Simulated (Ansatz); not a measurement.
# Short convergence ladders for SrVO₃ (Pm-3m, 5 atoms in the cell)

```yaml
crystal:
  lattice:
    - [3.85152, 0.00000, 0.00000]
    - [0.00000, 3.85152, 0.00000]
    - [0.00000, 0.00000, 3.85152]
  atoms:
    - { symbol: Sr, position: [0.00000, 0.00000, 0.00000] }
    - { symbol: V, position: [0.50000, 0.50000, 0.50000] }
    - { symbol: O, position: [0.50000, 0.00000, 0.50000] }
    - { symbol: O, position: [0.00000, 0.50000, 0.50000] }
    - { symbol: O, position: [0.50000, 0.50000, 0.00000] }
```

Base method: PBE (plane waves, PAW; Ansatz, a first-principles code).

Base settings: basis.ecutwfc = 420 eV; kpoints.mp_grid.grid = 9 9 9; hamiltonian.xc = pbe; hamiltonian.pseudopotentials = {kind: paw} (the program's default PAW files); scf.occupations.method = gaussian; scf.occupations.width = 0.1 eV.

The count of work is k-points × plane waves × bands × iterations; it is no time. Core times come from one kind of shared machine, to one figure; runs under 30 s give none.

**Zone-centre phonons against the cutoff**

In this ladder: phonons.method = dfpt.

The mesh stays at the base's, so the ladder's end is converged at best in this setting alone.

Frequencies are those of the unrelaxed cell, without the LO-TO term of polar crystals.

Only quantities that move along the ladder and can be compared are tabulated.

```tsv
basis.ecutwfc	highest zone-centre frequency (cm⁻¹)	lowest optical frequency (cm⁻¹)	core time / last (rough)
210 eV	755.1	186.8	–
250 eV	598.5	169.7	0.4
295 eV	525.2	147.0	0.5
355 eV	540.7	153.6	0.6
420 eV	545.8	155.2	0.7
505 eV	545.6	155.0	1
630 eV	545.5	155.0	1
```

Coarsest basis.ecutwfc that holds the lowest optical frequency within 2 cm⁻¹ of the last step, with all finer ones: 355 eV; the step before is off by 8.0 cm⁻¹.

Coarsest basis.ecutwfc that holds the highest zone-centre frequency within 2 cm⁻¹ of the last step, with all finer ones: 420 eV; the step before is off by 4.8 cm⁻¹.

**Zone-centre phonons against the mesh**

In this ladder: phonons.method = dfpt.

Frequencies are those of the unrelaxed cell, without the LO-TO term of polar crystals.

Only quantities that move along the ladder and can be compared are tabulated.

```csv
kpoints.mp_grid.grid,highest zone-centre frequency (cm⁻¹),core time / last (rough)
3 3 3,545.9,–
4 4 4,540.0,–
5 5 5,542.8,–
8 8 8,546.8,0.05
13 13 13,546.9,0.1
19 19 19,546.9,1
```

Coarsest kpoints.mp_grid.grid that holds the highest zone-centre frequency within 2 cm⁻¹ of the last step, with all finer ones: 8 8 8, at about 0.05 of the last step's time; the step before is off by 4.1 cm⁻¹.

**The size of a vacancy's supercell**

On SrVO₃ (Pm-3m, 10 atoms in the cell), and larger cells.

Steps: 2 x 1 x 1 supercell, one O atom taken out, nothing relaxed; 2 x 2 x 1 supercell, one O atom taken out, nothing relaxed; and so on, with the mesh thinned in proportion.

Only quantities that move along the ladder and can be compared are tabulated.

| atoms | energy of the cell with the vacancy less the whole one (holds the removed atom on the program's zero: only its change counts) (eV) | count of work / last |
|---|---|---|
| 10 | 569.640 | 0.29 |
| 20 | 569.674 | 0.76 |
| 40 | 570.167 | 1.0 |

Smallest size that holds the energy of the cell with the vacancy less the whole one (holds the removed atom on the program's zero: only its change counts) within 0.1 eV: not settled: the last two steps still differ by 0.49 eV, over half the tolerance, so the ladder does not show it.

On the base run: the starting cell has typed, rounded lattice constants, without a prior relaxation at this level. Its lattice was rescaled by up to half a per cent. Spin polarisation is off; with an odd number of electrons in the cell that forces a metal, and a magnetic state may lie lower.

Left out of this page: 1 run of the series outside the window shown, repeating another row's setting, or not comparable.

Keys are those of Ansatz 0.2.
